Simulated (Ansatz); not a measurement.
Reference: CsCl (Pm-3m), r2SCAN, rigid bands (plane waves, PAW, scalar-relativistic; Ansatz, a program for electronic structure); geometry: cell and atoms relaxed with PBEsol.

```
CsCl
1.0
    4.06865     0.00000     0.00000
    0.00000     4.06865     0.00000
    0.00000     0.00000     4.06865
Cs Cl
1 1
Direct
  0.00000   0.00000   0.00000
  0.50000   0.50000   0.50000
```

The band gap is 5.86 eV and the electron conductivity mass is 0.61 mₑ. The hole conductivity mass is 3.2 mₑ and the Seebeck coefficient, n-type 1e19 cm⁻³ comes out as -303 μV/K.

Task: Replace Cs by K on the same sites and relax. What happens?

Result: KCl (Pm-3m): volume per atom 33.7 to 26.1 Å³; band gap stays about the same (5.86 eV to 5.94 eV); electron conductivity mass falls (0.61 mₑ to 0.41 mₑ); hole conductivity mass falls (3.2 mₑ to 1.49 mₑ); Seebeck coefficient, n-type 1e19 cm⁻³ falls in size (-303 μV/K to -188 μV/K).

Task: Swap Cl for H, keeping the structure type. How do these values move?

Result: CsH (Pm-3m): volume per atom 33.7 to 25.8 Å³; band gap falls (5.86 eV to 3.16 eV); electron conductivity mass falls (0.61 mₑ to 0.54 mₑ); hole conductivity mass falls (3.2 mₑ to 0.54 mₑ); Seebeck coefficient, n-type 1e19 cm⁻³ rises in size (-303 μV/K to -320 μV/K).

Moves up to 5 % count as about the same. Masses are for dilute carriers at 300 K, harmonic means over directions unless an axis is named. Seebeck coefficients are for the stated density at 300 K, with one relaxation time for all states and whether or not that doping can be reached. Spin-orbit coupling is left out.

Computed structure with no diffraction record at hand here (it may be known, metastable or hypothetical): CsH (Pm-3m), KCl (Pm-3m).
